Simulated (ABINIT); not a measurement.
Band structure of CaMg3 (P-6m2, 4 atoms in the cell).

```xyz
4
Lattice="3.4091 0.0000 0.0000 -1.7045 2.9523 0.0000 0.0000 0.0000 10.8807" Properties=species:S:1:pos:R:3 pbc="T T T"
Ca     0.0000     0.0000     5.4403
Mg     0.0000     0.0000     0.0000
Mg     1.7045     0.9841     8.3188
Mg     1.7045     0.9841     2.5619
```

Method of the run: PBEsol, norm-conserving pseudopotentials (PseudoDojo nc-sr-04 PBEsol standard) (plane waves; ABINIT).

Settings: pseudos = [Ca.upf, Mg.upf]; ecut = 84 Ry; occopt = 7; tsmear = 0.00367493 Ha; ngkpt = 9 9 3; nshiftk = 1; shiftk = 0 0 0; potentials = PseudoDojo nc-sr-04 PBEsol standard; kptopt = 1; nstep = 100; tolvrs1 = 1e-11; ndtset = 2; getden2 = 1.

The starting cell comes from a database of computed structures (which also holds hypothetical and non-ambient phases and stackings), without a prior relaxation at this level.

Levels in eV from the Fermi level, bands 17 to 24:
```csv
point,17,18,19,20,21,22,23,24
Γ,-6.08,-4.80,-4.11,-0.98,-0.87,2.59,2.91,2.91
M,-1.96,-1.76,-1.06,-0.77,-0.49,0.16,1.39,1.39
K,-0.63,-0.55,-0.41,0.23,0.24,0.36,0.41,0.82
A,-5.98,-5.25,-2.95,-2.77,0.51,2.22,2.91,2.91
L,-1.89,-1.73,-1.35,-0.84,-0.21,0.23,1.34,1.60
H,-0.60,-0.40,-0.39,-0.05,0.04,0.09,0.80,1.22
```

Bands cross the Fermi level along this path, so the cell is metallic at this level.
